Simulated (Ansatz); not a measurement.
The starting structures come from a database of crystals and need not be the phases stable at ambient conditions.

 Where the default PAW files enter, the runs use the earlier of Ansatz's two default sets.

Inside the gap of an insulator the Bloch states are evanescent, with a wavenumber k + iκ along the transport direction.

Consider the following.

```xyz
5
Lattice="5.8390 0.0000 0.0000 0.0000 5.8390 0.0000 0.0000 0.0000 6.0142" Properties=species:S:1:pos:R:3 pbc="T T T"
Cs     0.0000     0.0000     0.0000
Sn     2.9195     2.9195     3.0071
Br     2.9195     0.0000     3.0071
Br     0.0000     2.9195     3.0071
Br     2.9195     2.9195     0.0000
```

Space group of this cell: P4/mmm. The cell is strained (lengths along the current scaled by 1.03, ions clamped); by PBEsol its mean pressure is -1.3 GPa.

Transport runs along the normal of the first two printed cell vectors, the (001) (indices of the unstrained crystal) plane of the conventional cell.

The gap is the functional's own, uncorrected, and κ follows it; spin-orbit coupling is left out. Mid-gap values are interpolated between the computed energies.

**Question.** State the band gap and the smallest decay constant κ at mid-gap according to Ansatz (a quantum-chemistry and plane-wave program) with PBEsol.

**Answer.** Gap 0.45 eV on a 6×6×6 mesh; κ = 0.039 1/Å, at (0.500, 0.500) of the in-plane reciprocal vectors. At the zone centre, at the nearest computed energy, the slowest state has κ = 0.17 1/Å.
